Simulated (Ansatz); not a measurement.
Levels about the gap of amorphous Si₁₈B₈C₁₂N₂₆ (64 atoms in a cell of 831 Å³, 2.20 g/cm³; zone centre alone, so wide bands show as single levels with stretches between that a denser mesh fills), at the geometry that PBE relaxed, where it gives -2.0 GPa on a denser mesh. The participation number counts the atoms over which a state spreads; weights are charges in smoothed Voronoi cells. The levels come from a single point, so bond lengths are those of that geometry. Method of the levels: PBE, scalar-relativistic without spin-orbit coupling (Ansatz, a program for electronic structure). Sampling: the zone centre alone; Fermi-Dirac width 0.02 eV; no spin polarisation.

The cell was made by melting and quenching with the CHGNet potential and then relaxed with DFT. N atoms were pushed apart under 1.9 Å during the dynamics, to hinder bonds among them. The hot cell started wider than the set density and was brought back towards it in steps. It is the lowest in DFT energy of 2 quenches. It is a model cell: composition and starting density were chosen by hand, and all elements were melted together. No dispersion term was used. Its density started from a set value of 2.20 and ended at 2.20 g/cm³. Cooling (nominally 760 K/ps over its main leg) ran many orders faster than in experiment, which tends to leave more defects and strain. One small periodic cell is one sample of the glass; other quenches scatter about these values. The volume was held where the preparation left it, at a PBE pressure of -2.0 GPa (tension). Stress components on the final sampling reach 3.9 GPa. On a 2×2×2 Γ-centred mesh force components of up to 0.22 eV/Å stay, since the relaxation ran on the zone centre alone.

| E - E(highest filled), eV | filling | participation number | largest on | weight N | weight C | weight Si | weight B |
|---|---|---|---|---|---|---|---|
| -1.07 | filled | 15.5 | N, 2 neighbours | 0.51 | 0.17 | 0.24 | 0.07 |
| -0.69 | filled | 17.2 | Si, 3 neighbours | 0.42 | 0.21 | 0.29 | 0.08 |
| -0.64 | filled | 28.2 | Si, 2 neighbours | 0.35 | 0.23 | 0.33 | 0.09 |
| -0.43 | filled | 17.4 | N, 2 neighbours | 0.49 | 0.12 | 0.32 | 0.07 |
| -0.34 | filled | 21.7 | C, 3 neighbours | 0.33 | 0.29 | 0.28 | 0.10 |
| -0.10 | filled | 26.9 | N, 2 neighbours | 0.36 | 0.19 | 0.36 | 0.09 |
| 0.00 | filled | 18.6 | Si, 3 neighbours | 0.37 | 0.19 | 0.32 | 0.12 |
| 0.77 | empty | 17.6 | N, 3 neighbours | 0.39 | 0.27 | 0.28 | 0.07 |
| 1.10 | empty | 10.6 | C, 3 neighbours | 0.34 | 0.37 | 0.23 | 0.06 |
| 1.27 | empty | 25.1 | C, 3 neighbours | 0.32 | 0.39 | 0.19 | 0.10 |
| 1.56 | empty | 25.5 | C, 3 neighbours | 0.34 | 0.33 | 0.28 | 0.06 |
| 1.70 | empty | 15.2 | C, 3 neighbours | 0.35 | 0.40 | 0.20 | 0.06 |
| 1.85 | empty | 21.0 | C, 3 neighbours | 0.33 | 0.37 | 0.18 | 0.12 |
| 1.96 | empty | 17.2 | Si, 3 neighbours | 0.27 | 0.29 | 0.36 | 0.08 |

Most localised among these is the empty level at +1.10 eV, on a C atom, which has 3 neighbours (N 1.32 Å, B 1.61 Å, Si 1.88 Å).
